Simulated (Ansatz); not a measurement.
Symmetric slabs, relaxed from ideal cuts in 1x1 cells, of elemental solids: surface energy (J/m²) by functional, in Ansatz (plane waves, PAW). All structures are PBE's; the other columns are single points with references at the same level. No spin-orbit coupling, Hubbard U or dispersion.

```
system                                                         PBE   LDA  PBEsol  RPBE  r2SCAN
------------------------------------------------------------  ----  ----  ------  ----  ------
hcp Be (10-13), ideal cut with outer spacing 0.17 Å           2.49  2.75    2.66  2.34    2.57
hcp Zr (21-32), ideal cut with outer spacing 0.33 Å           1.71  1.92    1.87  1.60    1.85
fcc Ag (322), ideal cut with outer spacing 0.50 Å             0.83  1.25    1.10  0.62       …
bcc Na (320), ideal cut with outer spacing 0.58 Å             0.22  0.25       …  0.20    0.25
fcc Ca (311), ideal cut with outer spacing 1.67 Å             0.53  0.59    0.58  0.49    0.58
tetragonal indium (203), ideal cut with outer spacing 0.59 Å  0.31  0.46    0.42  0.22    0.34
hcp Zn (21-32), ideal cut with outer spacing 0.27 Å           0.84  1.18    1.10  0.68    1.06
hcp Cd (10-13), ideal cut with outer spacing 0.26 Å           0.41  0.67    0.60  0.28    0.55
hcp Be (31-40), ideal cut with outer spacing 0.18 Å           2.36  2.65       …  2.20    2.43
fcc Au (332), ideal cut with outer spacing 0.44 Å             0.75  1.25    1.09  0.52       …
hcp Be (31-41), ideal cut with outer spacing 0.09 Å           2.23  2.50    2.42  2.09    2.31
fcc Ag (320), ideal cut with outer spacing 0.58 Å             0.92  1.36    1.20  0.70    1.11
```

### Question
Some entries are withheld; supply them.

### Answer

- fcc Ag (322), ideal cut with outer spacing 0.50 Å, r2SCAN: 1.01
- bcc Na (320), ideal cut with outer spacing 0.58 Å, PBEsol: 0.24
- hcp Be (31-40), ideal cut with outer spacing 0.18 Å, PBEsol: 2.55
- fcc Au (332), ideal cut with outer spacing 0.44 Å, r2SCAN: 0.94

The rows are a random draw from the class, without slabs that broke up, higher cuts of a face and adsorbates that left their site. Mean shift from PBE over these rows: LDA 0.27 J/m² (from 0.03 to 0.50, 12 rows); PBEsol 0.18 J/m² (from 0.02 to 0.33, 12 rows); RPBE -0.14 J/m² (from -0.23 to -0.03, 12 rows); r2SCAN 0.12 J/m² (from 0.02 to 0.22, 12 rows).

Ansatz is a quantum-chemistry and plane-wave program.
